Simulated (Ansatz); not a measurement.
Levels about the gap of amorphous Zr20O41Li2 (63 atoms in a cell of 795 Å³, 5.21 g/cm³; zone centre alone, so wide bands show as single levels with stretches between that a denser mesh fills), at the geometry that PBE relaxed, where it gives -4.0 GPa on a denser mesh. The participation number counts the atoms over which a state spreads; weights are charges in smoothed Voronoi cells. The levels come from a single point, so bond lengths are those of that geometry. Method of the levels: PBE, scalar-relativistic without spin-orbit coupling (Ansatz, a quantum-chemistry and plane-wave program). Sampling: the zone centre alone; Fermi-Dirac width 0.02 eV; no spin polarisation. At PBE the levels at the filled edge of the gap are localised (band-tail or defect states).

Preparation: random packing, a CHGNet melt and quench, and a DFT relaxation. O atoms were pushed apart under 1.9 Å during the dynamics, to hinder bonds among them. The hot cell started wider than the set density and was brought back towards it in steps. It is the lowest in DFT energy of 2 quenches. It is a model cell: composition and starting density were chosen by hand, and all elements were melted together. No dispersion term was used. Its density started from a set value of 5.21 and ended at 5.21 g/cm³. Cooling (nominally 450 K/ps over its main leg) ran many orders faster than in experiment, which tends to leave more defects and strain. A cell of this size samples the disorder only roughly. The volume was held where the preparation left it and the shape relaxed, at a PBE pressure of -4.0 GPa (tension). Stress components on the final sampling reach 4.0 GPa.

```
E - E(highest filled), eV  filling  participation number        largest on  weight O  weight Zr  weight Li
-------------------------  -------  --------------------  ----------------  --------  ---------  ---------
-0.37                       filled                  20.6   O, 3 neighbours      0.94       0.05       0.00
-0.32                       filled                  24.1   O, 2 neighbours      0.94       0.06       0.00
-0.31                       filled                  20.7   O, 4 neighbours      0.94       0.05       0.00
-0.25                       filled                  19.7   O, 3 neighbours      0.95       0.05       0.00
-0.16                       filled                  16.5   O, 3 neighbours      0.94       0.06       0.00
-0.01                       filled                   6.6   O, 3 neighbours      0.95       0.04       0.00
0.00                        filled                   8.3   O, 2 neighbours      0.95       0.05       0.00
3.45                         empty                  15.8  Zr, 7 neighbours      0.36       0.63       0.02
3.66                         empty                  16.5  Zr, 7 neighbours      0.32       0.67       0.01
3.76                         empty                  23.3  Zr, 6 neighbours      0.32       0.67       0.01
3.80                         empty                  21.9  Zr, 6 neighbours      0.35       0.65       0.01
3.90                         empty                  23.0  Zr, 6 neighbours      0.34       0.66       0.00
4.03                         empty                  18.8  Zr, 6 neighbours      0.30       0.69       0.00
4.06                         empty                  23.5  Zr, 8 neighbours      0.31       0.68       0.00
```

Most localised among these is the filled level at -0.01 eV, on a O atom, which has 3 neighbours (Zr 2.11 Å, Zr 2.13 Å, Zr 2.24 Å).
